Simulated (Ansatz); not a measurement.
Several settings converged on Mo₂N (R3m, 3 atoms in the cell)

```
Mo2N
1.0
    1.44510     0.83433     5.01710
   -1.44510     0.83433     5.01710
    0.00000    -1.66866     5.01710
Mo N
2 1
Direct
  0.24621   0.24621   0.24621
  0.75711   0.75711   0.75711
  0.00000   0.00000   0.00000
```

Base method: LDA (PW92), default PAW files made with PBE (plane waves; Ansatz, an electronic-structure program).

Base settings: basis.ecutwfc = 30.9 Ry; kpoints.mp_grid.grid = 13 13 13; hamiltonian.xc = lda; hamiltonian.pseudopotentials = {kind: paw} (the program's default PAW files); scf.occupations.method = fermi_dirac; scf.occupations.width = 0.0073 Ry.

**The width of Gaussian smearing**

In this ladder: kpoints.mp_grid.grid = 21 21 21; scf.occupations.method = gaussian.

Narrow widths need finer meshes than wide ones, so the last steps can hold mesh noise.

Only quantities that move along the ladder and can be compared are tabulated; pressure and forces are left out, as mesh noise rules them at narrow widths.

```tsv
scf.occupations.width	free energy less the last step's (meV/atom)	energy extrapolated to zero width less the last step's (meV/atom)
0.0735 Ry	-151.36	6.03
0.0367 Ry	-36.02	0.59
0.022 Ry	-12.63	-0.06
0.0147 Ry	-5.48	-0.06
0.0073 Ry	-1.08	0.00
0.0037 Ry	0.00	0.00
```

Widest scf.occupations.width that holds the free energy within 5 meV/atom of the last step, with all finer ones: 0.0073 Ry; the step before is off by 5.5 meV/atom.

Widest scf.occupations.width that holds the energy extrapolated to zero width within 1 meV/atom of the last step, with all finer ones: 0.0367 Ry; the step before is off by 6.0 meV/atom.

The extrapolation to zero width removes most of the smearing's effect on the energy.

**The width of cold smearing**

In this ladder: kpoints.mp_grid.grid = 21 21 21; scf.occupations.method = cold.

Narrow widths need finer meshes than wide ones, so the last steps can hold mesh noise.

Only quantities that move along the ladder and can be compared are tabulated; pressure and forces are left out, as mesh noise rules them at narrow widths.

```tsv
scf.occupations.width	free energy less the last step's (meV/atom)
0.0735 Ry	12.19
0.0367 Ry	-0.17
0.022 Ry	-0.43
0.0147 Ry	-0.16
0.0073 Ry	-0.01
0.0037 Ry	0.00
```

Widest scf.occupations.width that holds the free energy within 2 meV/atom of the last step, with all finer ones: 0.0367 Ry; the step before is off by 12 meV/atom.

On the base run: the starting cell comes from a database of computed structures (which also holds hypothetical and non-ambient phases and stackings), without a prior relaxation at this level. Its lattice was rescaled by up to half a per cent. One atom was moved a little off its site on purpose. Spin polarisation is off; with an odd number of electrons in the cell that forces a metal, and a magnetic state may lie lower. In the base run, with a pressure of about -14 GPa the cell is away from its equilibrium volume at this level. Ansatz's pressure includes its estimate of the finite-basis (Pulay) stress.

Left out of this page: 4 runs of the series outside the window shown, repeating another row's setting, or not comparable.

Keys are those of Ansatz 0.2.
